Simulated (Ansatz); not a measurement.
Defect migration in rock-salt PbTe: interstitial H, charge state +1. These are PBE, PAW (plane waves to 420 eV; Ansatz, a quantum-chemistry and plane-wave program) values and carry that method's errors.

64-site cell at the relaxed PBE lattice, one k-point at (0.250, 0.250, 0.250), smearing 0.01 eV, spin-restricted, no finite-size correction. No zero-point or tunnelling terms. Spin-orbit coupling is left out. The charge state is imposed; whether it is stable for some Fermi level was not computed. Sites that were not tried may lie lower.

Barriers: single points on a 2×2×2 k-point mesh shifted by half a step at the bands' geometries.

Relaxed starting cell (atoms counted from 1):

```xyz
65
Lattice="13.1424 0.0000 0.0000 0.0000 13.1424 0.0000 0.0000 0.0000 13.1424" Properties=species:S:1:pos:R:3 pbc="T T T"
Pb    -0.0040    -0.0012    -0.0916
Pb     0.0077     0.0105     6.6347
Pb    -0.0057     6.5714    -0.0490
Pb     0.0071     6.5871     6.6021
Pb     6.5668    -0.0050    -0.0525
Pb     6.5845     0.0090     6.6011
Pb     6.5666     6.5673    -0.0234
Pb     6.5775     6.5784     6.5756
Te     3.2891    -0.0149     0.0064
Te     3.2990    -0.0073     6.5489
Te     3.2850     6.5581    -0.0024
Te     3.2916     6.5653     6.5575
Te     9.8670     0.0165     0.0005
Te     9.8748     0.0236     6.5489
Te     9.8598     6.5870    -0.0068
Te     9.8656     6.5944     6.5568
Pb    -0.1368     3.5078     3.2810
Pb    -0.0091     3.3102     9.8578
Pb     0.1368     9.7375     3.2720
Pb     0.0150     9.8541     9.8449
Pb     6.4947     3.3064     3.2758
Pb     6.5596     3.2990     9.8480
Pb     6.6568     9.8210     3.2725
Pb     6.5908     9.8503     9.8424
Te     3.2102     3.2094     3.2843
Te     3.2836     3.2819     9.8530
Te     3.3491     9.8025     3.2782
Te     3.2986     9.8563     9.8481
Te     9.8029     3.3472     3.2786
Te     9.8571     3.2977     9.8482
Te     9.9318     9.9313     3.2704
Te     9.8727     9.8720     9.8427
Pb     3.5082    -0.1399     3.2729
Pb     3.3090    -0.0124     9.8436
Pb     3.3028     6.4860     3.2726
Pb     3.2963     6.5571     9.8476
Pb     9.7315     0.1350     3.2678
Pb     9.8519     0.0131     9.8410
Pb     9.8185     6.6585     3.2734
Pb     9.8513     6.5905     9.8434
Te    -0.0458    -0.0422     3.2748
Te     0.0092     0.0091     9.8428
Te    -0.0054     6.6099     3.2785
Te     0.0058     6.5798     9.8485
Te     6.6089    -0.0054     3.2765
Te     6.5805     0.0070     9.8476
Te     6.5683     6.5691     3.2772
Te     6.5764     6.5774     9.8481
Pb     3.2690     3.2656    -0.0133
Pb     3.2764     3.2770     6.5768
Pb     3.3038     9.8294    -0.0319
Pb     3.3139     9.8392     6.5796
Pb     9.8310     3.3038    -0.0322
Pb     9.8432     3.3153     6.5823
Pb     9.8646     9.8657    -0.0239
Pb     9.8759     9.8759     6.5588
Te    -0.0128     3.2877     0.0090
Te    -0.0076     3.2987     6.5513
Te     0.0161     9.8658     0.0011
Te     0.0228     9.8742     6.5511
Te     6.5590     3.2861    -0.0023
Te     6.5650     3.2929     6.5573
Te     6.5876     9.8608    -0.0073
Te     6.5940     9.8684     6.5568
H      1.1722     1.1617     3.2624
```
Cell charge +1.

End state 1 differs by these moves (Å; atoms that move under 0.08 Å are left out):

| atom | element | Δx | Δy | Δz |
|---|---|---|---|---|
| 17 | Pb | -0.08 | -0.07 | 0.00 |
| 19 | Pb | -0.14 | 0.21 | 0.00 |
| 21 | Pb | 0.21 | -0.14 | -0.01 |
| 25 | Te | 0.13 | 0.13 | 0.00 |
| 31 | Te | -0.06 | -0.06 | 0.01 |
| 33 | Pb | -0.07 | -0.07 | 0.01 |
| 35 | Pb | -0.14 | 0.22 | 0.00 |
| 37 | Pb | 0.21 | -0.15 | 0.01 |
| 41 | Te | 0.13 | 0.13 | -0.01 |
| 47 | Te | -0.06 | -0.06 | 0.01 |
| 65 | H | 0.95 | 0.97 | -0.01 |

### Question
Give the forward and backward barriers to end state 1 at the level PBE, PAW.

### Answer
forward 0.11 eV, backward 0.11 eV; at the saddle point atom 65 has neighbours 2 Te at 2.03 Å. The saddle point's order was not checked, and it lies on a symmetry element of the cell, where a band can be held.
